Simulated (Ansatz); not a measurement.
Base system: ZnO in the wurtzite structure (space group P6_3mc, No. 186; a = 3.280 Å, c = 5.294 Å).

Method: Ansatz (a quantum-chemistry and plane-wave program), PBE, PAW, cutoff 420 eV, no spin-orbit coupling, earlier PAW set.

```
level  band gap  lattice parameter a  lattice parameter c  electron mass at Γ
-----  --------  -------------------  -------------------  ------------------
PBE     0.74 eV              3.280 Å              5.294 Å            0.136 mₑ
```

From these computed values, estimate the measured ones, and say how each level misses.

Measured: band gap 3.6 eV (static lattice; corrected from measurement; as listed in Wei Chen et al., Physical Review Materials (2018)); lattice parameter a 3.2482 Å (0 K or low temperature; as listed in arXiv:1206.3780); lattice parameter c 5.204 Å (0 K or low temperature; as listed in arXiv:1206.3780); electron mass at Γ 0.24 mₑ (temperature not stated; as listed in S.Zh. Karazhanov et al., Journal of Crystal Growth (2005)). Computed minus measured — band gap: PBE -2.86 eV; lattice parameter a: PBE +1.0 %; lattice parameter c: PBE +1.7 %; electron mass at Γ: PBE -43 %. Measured values not marked as corrected hold thermal and zero-point effects that the static-lattice runs lack. A measured gap can be an optical one, lowered by exciton binding.

Effective masses come from finite differences of ±0.01 Å⁻¹. No phonon test of stability was made.
